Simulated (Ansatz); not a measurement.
Given:

```
CELL_PARAMETERS angstrom
      4.56143     0.00000     0.00000
     -2.28071     3.95031     0.00000
      0.00000     0.00000     7.45639
ATOMIC_POSITIONS crystal
  Mg 0.33333 0.66667 0.00019
  Mg 0.66667 0.33333 0.50019
  Te 0.33333 0.66667 0.37581
  Te 0.66667 0.33333 0.87581
```

No spin polarisation.

All numbers come from PBEsol (Ansatz, a first-principles code), scalar-relativistic without spin-orbit coupling. Settings: 8×8×5 k-points, 0.05 eV Fermi–Dirac smearing.

Predict the pressure (mean of the normal stresses, compression positive).

-0.22 GPa.

What is the computed band gap?

2.36 eV.

Estimate the gap character.

Direct at Γ.

Spin-orbit coupling, missing from the scalar runs, can matter with Te. The cells carry an imposed strain or load. Whether these cells are dynamically stable was not tested. The cell was made from MgTe in the wurtzite structure (space group P6_3mc, No. 186) by this change: uniaxial strain ε_zz = +0.60 %.
